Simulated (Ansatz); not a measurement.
**Ba in the bcc (W type) structure (space group Im-3m, No. 229)**

Ba has the cubic space group Im-3m (No. 229), the bcc (W type) structure, Pearson symbol cI2. Lattice parameters: a = b = c = 4.8826 Å, α = β = γ = 90.00°. Ba on 2a sees 8 Ba at 4.228 Å and 6 Ba at 4.883 Å. (Neighbours: up to the widest gap in distance over summed covalent radii, below 1.35, at either atom.)
(The calculation used a cell of 1 atom; values per cell refer to that cell.)

Calculations: Ansatz (a first-principles code), PBEsol, PAW, cutoff 420 eV, no spin-orbit coupling. Settings: 13×13×13 k-points, 0.05 eV Fermi–Dirac smearing.

```json
{
  "volume_per_atom": "58.20 Å³",
  "density": "3.92 g/cm³",
  "band_gap": "zero",
  "total_energy": "-5862.609 eV/atom (σ→0; compares only within this code and set-up)"
}
```

Stability against distortions was not tested.
